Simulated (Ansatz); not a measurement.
# YSi (model structure, started from the WC type, P-6m2, No. 187, 2 atoms in the cell): properties by level of theory

```tsv
level (code)	equilibrium lattice constant a (Å)	c axis length (Å)
PBE (Ansatz)	3.680	4.131
PBEsol (Ansatz)	…	4.175
PBE-D3(BJ) (Ansatz)	3.577	4.163
r²SCAN (Ansatz)	3.749	4.059
```

### Question
Complete the blanks.

### Answer

- PBEsol (Ansatz, a program for electronic structure), equilibrium lattice constant a (Å): 3.570

Ansatz's density-functional and Hartree–Fock values are scalar-relativistic unless marked +SOC, with PAW data made under PBE.

The crystal itself was run without spin with PBE, PBEsol, PBE-D3(BJ), r²SCAN; a magnetic state was not tried in these runs.

The computed numbers hold no vibrational or temperature effects.

A model structure was made by putting elements into a prototype or built by hand; it is no filed structure, need not be a known phase, and can be a saddle point held by its symmetry.
